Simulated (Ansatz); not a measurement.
Take PbTe in the rock salt structure (space group Fm-3m, No. 225; a = 6.443 Å) as the base. Axes: x, y, z lie along the cube axes.

Method: PBEsol (Ansatz, an electronic-structure program), no spin-orbit coupling.

For the base:

Band gap: 0.65 eV

It is then changed as follows: a free-standing slab of 3 layers (6 atoms, 2 a layer) is cut normal to the z axis, with 15 Å of vacuum and the in-plane cell held at bulk.

Task: What happens to the excess energy per area of both faces, gap character and band gap?

Result: The excess energy per area of both faces (slab less bulk energy over the cell's area: twice a surface energy) comes out as 0.54 J/m²; the gap character comes out as direct at X; the band gap increases by 0.136 eV to 0.78 eV.

The excess energy carries the mismatch between the slab's and the bulk's meshes. With Pb and Te present, leaving out spin-orbit coupling can change the band edges. Stability against distortions was not tested. k-point labels follow each cell's own Brillouin zone.
